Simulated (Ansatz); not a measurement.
## Equilibrium lattice constant a of spinel Na2WO4: levels of theory against measurement

Reference value: 9.130 Å (measured, 298 K, copied from a table, unchecked, no zero-point or thermal correction; as tabulated in Acta Crystallographica Section E 71, 592 (2015)).

| level (code) | value (Å) | difference (%) |
|---|---|---|
| LDA (Ansatz) | 8.931 | -2.18 |
| PBEsol (Ansatz) | 9.110 | -0.22 |
| r²SCAN (Ansatz) | 9.089 | -0.45 |
| r²SCAN-D4 (Ansatz) | 9.057 | -0.80 |
| r²SCAN+rVV10 (Ansatz) | 9.036 | -1.03 |

The reference is not for a static lattice or low temperature, so close values are not ranked against it. Off by more than 1.25 % (a bound picked here): LDA (-2.18 %).

The reference has no zero-point or thermal correction, while the calculations are for a static lattice, so the differences are not the levels' errors alone. A static lattice is as a rule a little smaller than the measured one.  Density-functional levels without +SOC have no spin–orbit coupling. Ansatz's density-functional and Hartree–Fock values are scalar-relativistic unless marked +SOC, with PAW data made under PBE.

Differences are worked out from the printed values.

Ansatz is a first-principles code.
